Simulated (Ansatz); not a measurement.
**Pressure series in ZnS**

Start from ZnS in the zinc blende structure (space group F-43m, No. 216).

```xyz
2
Lattice="0.0000 2.6783 2.6783 2.6783 0.0000 2.6783 2.6783 2.6783 0.0000" Properties=species:S:1:pos:R:3 pbc="T T T"
S      1.3391     1.3391     1.3391
Zn     0.0000     0.0000     0.0000
```

Cell and atoms are relaxed at each pressure.

Level of theory: Ansatz (an electronic-structure program) PBEsol, scalar-relativistic without spin-orbit coupling.

Computed cases, in order: pressure −2 GPa; pressure −1 GPa; 0 GPa (base); pressure 0.9 GPa; pressure 2.1 GPa; pressure 4.5 GPa; pressure 9 GPa; pressure 15 GPa; pressure 22.5 GPa; pressure 30 GPa.

Q: Between which two neighbouring cases does the gap turn between direct and indirect?

A: Between pressure 15 GPa (2.70 eV, direct at Γ) and pressure 22.5 GPa (2.67 eV, indirect, Γ → X). The whole series: pressure −2 GPa: 1.97 eV, direct at Γ; pressure −1 GPa: 2.03 eV, direct at Γ; 0 GPa (base): 2.09 eV, direct at Γ; pressure 0.9 GPa: 2.13 eV, direct at Γ; pressure 2.1 GPa: 2.20 eV, direct at Γ; pressure 4.5 GPa: 2.31 eV, direct at Γ; pressure 9 GPa: 2.49 eV, direct at Γ; pressure 15 GPa: 2.70 eV, direct at Γ; pressure 22.5 GPa: 2.67 eV, indirect, Γ → X; pressure 30 GPa: 2.54 eV, indirect, Γ → X.

Load acts through the strain it causes; cell and atoms are relaxed under it. Whether these cells are dynamically stable was not tested. Measured, ZnS leaves this structure (for rock salt) near 14.7 GPa (temperature not stated; as listed in Datta, Sujoy, Jana, Debnarayan, arXiv (2020)), on rising pressure, with hysteresis.
